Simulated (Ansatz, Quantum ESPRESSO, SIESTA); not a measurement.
## One structure in several programs: YCo2B2 (I4/mmm, 5 atoms in the cell)

Self-consistent single point, at a second geometry (lattice scaled by 0.98). First geometry:

```yaml
crystal:
  lattice:
    - [-1.74986, 1.74986, 4.65971]
    - [1.74986, -1.74986, 4.65971]
    - [1.74986, 1.74986, -4.65971]
  atoms:
    - { symbol: Y, position: [0.00000, 0.00000, 0.00000] }
    - { symbol: Co, position: [0.75000, 0.25000, 0.50000] }
    - { symbol: Co, position: [0.25000, 0.75000, 0.50000] }
    - { symbol: B, position: [0.65466, 0.65466, 0.00000] }
    - { symbol: B, position: [0.34534, 0.34534, 0.00000] }
```

Shared settings, as Ansatz (a quantum-chemistry and plane-wave program) writes them: kpoints.mp_grid.grid = 11 11 11; scf.occupations.method = fermi_dirac; scf.occupations.width = 0.0073 Ry. Potentials and cutoffs stand in the table.

```json
[
 {"code": "SIESTA", "model": "LDA PW92, numerical atomic orbitals TZP, PseudoDojo LDA standard norm-conserving potentials (rewritten from UPF to PSML)", "ΔF from the first geometry (meV/atom)": "11.4", "pressure (GPa)": "9.89", "largest force (eV/Å)": "0.827", "cutoff": "grid 300 Ry"},
 {"code": "Quantum ESPRESSO", "model": "LDA (PZ), GBRV 1.5 ultrasoft (LDA) pseudopotentials", "ΔF from the first geometry (meV/atom)": "17.3", "pressure (GPa)": "11.11", "largest force (eV/Å)": "0.738", "cutoff": "50 Ry"},
 {"code": "Ansatz", "model": "LDA (PW92), PAW files made with PBE", "ΔF from the first geometry (meV/atom)": "16.5", "pressure (GPa)": "11.13", "largest force (eV/Å)": "0.727", "cutoff": "30.9 Ry"}
]
```

On Ansatz's run: spin polarisation is off.

The spread over the programs that give each value: ΔF from the first geometry within 5.9 meV/atom; pressure within 1.24 GPa; largest force within 0.100 eV/Å.

SIESTA uses small atom-centred bases, whose incompleteness enters pressures, forces and empty levels differently from a plane-wave cutoff. Ansatz's pressure is given at a fixed set of plane waves, as the other plane-wave codes print theirs; with its correction for the finite basis it is 11.26 GPa. The same LDA comes in different parametrisations, which differ slightly. In the pressure, SIESTA (by 1.22) lies more than 1 GPa from the median of the plane-wave programs. In the force vectors, SIESTA (by 0.095) lies more than 0.08 eV/Å from the median of the plane-wave programs.

The starting cell comes from a database of computed structures (which also holds hypothetical and non-ambient phases and stackings), without a prior relaxation at this level. Its lattice was rescaled by a random factor within 2.5 % of one. For this run, on top of that: lattice scaled by 0.98.

Keys are those of Ansatz 0.2.
